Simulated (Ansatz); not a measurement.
CdO (P6₃mc, No. 186, 4 atoms in the cell; start mp-13119; a measured phase of this formula has another space group), treated with PBEsol+SOC (plane waves, PAW; Ansatz, a first-principles code).

Run with plane-wave cutoff 520 eV, 18×18×10 k mesh (along the axes of the cell as run), Fermi–Dirac smearing 0.05 eV, PAW data made under PBE.

Cell (relaxed with PBEsol):

```yaml
crystal:
  lattice:
    - [3.62391, 0.00000, 0.00000]
    - [-1.81196, 3.13840, 0.00000]
    - [0.00000, 0.00000, 5.65875]
  atoms:
    - { symbol: Cd, position: [0.66667, 0.33333, 0.49746] }
    - { symbol: Cd, position: [0.33333, 0.66667, 0.99746] }
    - { symbol: O, position: [0.66667, 0.33333, 0.88744] }
    - { symbol: O, position: [0.33333, 0.66667, 0.38744] }
```

Q: Predict the band gap and smallest direct gap on the k points sampled.

A: 
- band gap = 0.02 eV (under three smearing widths, so not firm)
- smallest direct gap on the k points sampled = 0.05 eV (under three smearing widths, so not firm)

Computed values are for the static lattice.

Computing time: very roughly 4 core-minutes.

A start named mp-… is a Materials Project structure, which need not be a measured phase.
